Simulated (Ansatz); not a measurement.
Effect of pressure 10 GPa on YOF

Consider YOF (space group P4/nmm, No. 129; a = 3.811 Å, c = 5.421 Å; a cell from a computed database, its experimental status unchecked).

Now apply this change: cell and atoms relaxed at a pressure of 10 GPa.

Computed with plane-wave PAW DFT at the PBEsol level (Ansatz, a program for electronic structure, 420 eV), scalar-relativistic without spin-orbit coupling. Γ-centred 9×9×6 mesh, Fermi–Dirac width 0.05 eV.

```json
[
 {"quantity": "volume per atom", "base": "13.12 Å³", "changed": "12.30 Å³", "shift": "-0.82 Å³"},
 {"quantity": "density", "base": "5.23 g/cm³", "changed": "5.57 g/cm³", "shift": "+0.347 g/cm³"},
 {"quantity": "lattice parameter a", "base": "7.201 bohr", "changed": "7.057 bohr", "shift": "-0.1447 bohr"},
 {"quantity": "c/a ratio", "base": "1.423", "changed": "1.418", "shift": "-0.005"},
 {"quantity": "shortest interatomic distance", "base": "4.202 bohr", "changed": "4.133 bohr", "shift": "-0.069 bohr"},
 {"quantity": "enthalpy H = E + PV relative to the base's energy", "base": "–", "changed": "+0.79 eV/atom", "shift": "–"},
 {"quantity": "band gap", "base": "5.03 eV", "changed": "5.21 eV", "shift": "+0.186 eV"},
 {"quantity": "gap character", "base": "indirect, A–Z (53 % along) → Γ", "changed": "indirect, A–Z (53 % along) → M", "shift": "–"},
 {"quantity": "width of the top valence band", "base": "1.03 eV", "changed": "1.06 eV", "shift": "+0.03 eV"}
]
```

Load acts through the strain it causes; cell and atoms are relaxed under it. Whether these cells are dynamically stable was not tested. Competing high-pressure phases were not computed.
